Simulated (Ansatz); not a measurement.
Ge (P6₃/mmc, No. 194, 4 atoms in the cell; start mp-1007760; another form than the element's usual one) was calculated with PBE0 (Ansatz, a program for electronic structure, plane waves, PAW).

Run with plane-wave cutoff 460 eV, 9×9×4 k mesh (along the axes of the cell as run), Fermi–Dirac smearing 0.01 eV, scalar-relativistic PAW data made under PBE.

Cell (relaxed at this level):

Space group P6₃/mmc (No. 194); a = b = 4.000 Å, c = 6.601 Å, α = β = 90.00°, γ = 120.00°

```csv
atom,site,symmetry,x,y,z
Ge,4f,3m.,0.6667,0.3333,0.0629
```

### Question
Give the computed band gap.

### Answer

band gap: 0.93 eV (on the SCF k mesh)

Note: the relaxation could not lower the start's symmetry, so the cell can be a saddle point above a distorted one.

Spin–orbit coupling is not included.

Computed values are for the static lattice.

The result took around 24 core-minutes (rough).

A start named mp-… is a Materials Project structure, which need not be a measured phase.
